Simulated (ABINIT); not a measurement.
# Short convergence ladders for CdPt (P4mm, 2 atoms in the cell)

```xyz
2
Lattice="2.9765 0.0000 0.0000 0.0000 2.9765 0.0000 0.0000 0.0000 3.8345" Properties=species:S:1:pos:R:3 pbc="T T T"
Cd     0.0000     0.0000     0.0500
Pt     1.4883     1.4883     1.9173
```

Base method: PBEsol, PAW (JTH v2.0 PBE PAW, files made for PBE) (plane waves; ABINIT 10.0.3).

Base settings: pseudos = [Cd.GGA_PBE-JTH.xml, Pt.GGA_PBE-JTH.xml]; ecut = 42 Ry; pawecutdg = 84 Ry; pawxcdev = 0; ixc = -116133; occopt = 3; tsmear = 0.00367493 Ha; ngkpt = 5 5 4; nshiftk = 1; shiftk = 0 0 0.

The count of work is k-points × plane waves × bands × iterations; it is no time. Core times come from one kind of shared machine, to one figure; runs under 30 s give none.

**The k-point mesh**

The second cell is the first with its lattice scaled by 0.98.

Only quantities that move along the ladder and can be compared are tabulated.

```tsv
ngkpt	free energy less the last step's (meV/atom)	energy of the compressed cell less the first (meV/atom)	pressure (GPa)	largest difference of a force vector from the last step's (eV/Å)	count of work / last	core time / last (rough)
2 2 2	576.92	191.26	1.90	0.027	0.087	0.3
3 3 3	9.14	19.88	-2.10	0.025	0.091	0.2
4 4 4	6.65	11.50	-3.35	0.024	0.22	0.4
5 5 4	-2.16	13.21	-3.08	0.018	0.25	0.3
7 7 6	3.97	14.20	-2.92	0.011	0.55	0.6
8 8 6	0.00	12.76	-3.11	0.000	1.0	1
```

Coarsest ngkpt that holds the energy of the compressed cell less the first within 2 meV/atom: not settled: the last two steps still differ by 1.4 meV/atom, over half the tolerance, so the ladder does not show it.

Coarsest ngkpt that holds the free energy within 5 meV/atom: not settled: the last two steps still differ by 4.0 meV/atom, over half the tolerance, so the ladder does not show it.

Coarsest ngkpt that holds the pressure within 0.5 GPa of the last step, with all finer ones: 4 4 4, at 0.22 of the last step's count of work and about 0.4 of the last step's time; the step before is off by 1.0 GPa.

**The k-point mesh at a smearing width of 0.02 eV**

In this ladder: tsmear = 0.00073499 Ha.

Only quantities that move along the ladder and can be compared are tabulated.

```tsv
ngkpt	free energy less the last step's (meV/atom)	pressure (GPa)	largest difference of a force vector from the last step's (eV/Å)	count of work / last	core time / last (rough)
4 4 3	40.59	-2.75	0.015	0.044	0.08
6 6 5	-7.79	-3.06	0.001	0.14	0.2
8 8 7	-0.66	-2.93	0.005	0.28	0.2
10 10 8	0.03	-3.16	0.006	0.43	0.3
15 15 11	0.00	-3.02	0.000	1.0	1
```

Coarsest ngkpt that holds the forces within 0.01 eV/Å: not settled: the last two steps still differ by 0.006 eV/Å, over half the tolerance, so the ladder does not show it.

Coarsest ngkpt that holds the pressure within 0.2 GPa: not settled: the last two steps still differ by 0.14 GPa, over half the tolerance, so the ladder does not show it.

Coarsest ngkpt that holds the free energy within 0.5 meV/atom of the last step, with all finer ones: 10 10 8, at 0.43 of the last step's count of work and about 0.3 of the last step's time; the step before is off by 0.66 meV/atom.

**The SCF threshold**

In this ladder: tolvrs = default.

The mesh stays at the base's, so the ladder's end is converged at best in this setting alone.

Only quantities that move along the ladder and can be compared are tabulated.

| toldfe | pressure (GPa) | largest difference of a force vector from the last step's (eV/Å) | count of work / last | core time / last (rough) |
|---|---|---|---|---|
| 0.0037 Ha | -3.01 | 0.012 | 0.11 | – |
| 3.7e-05 Ha | -3.09 | 0.003 | 0.15 | 0.3 |
| 3.7e-07 Ha | -3.08 | 0.000 | 0.26 | 0.4 |
| 3.7e-14 Ha | -3.08 | 0.000 | 1.0 | 1 |

Coarsest toldfe that holds the pressure within 0.05 GPa of the last step, with all finer ones: 3.7e-05 Ha, at 0.15 of the last step's count of work and about 0.3 of the last step's time; the step before is off by 0.07 GPa.

Coarsest toldfe that holds the forces within 0.005 eV/Å of the last step, with all finer ones: 3.7e-05 Ha, at 0.15 of the last step's count of work and about 0.3 of the last step's time; the step before is off by 0.012 eV/Å.

On the base run: the starting cell comes from a database of computed structures (which also holds hypothetical and non-ambient phases and stackings), without a prior relaxation at this level. Its lattice was rescaled by up to half a per cent. One atom was moved a little off its site on purpose. Spin polarisation is off. The potentials were made for another functional than the one used. In the base run, with a pressure of about -3 GPa the cell is away from its equilibrium volume at this level. Without a gap this mesh is coarse (it stands for a supercell whose shortest vector is 15 Å).
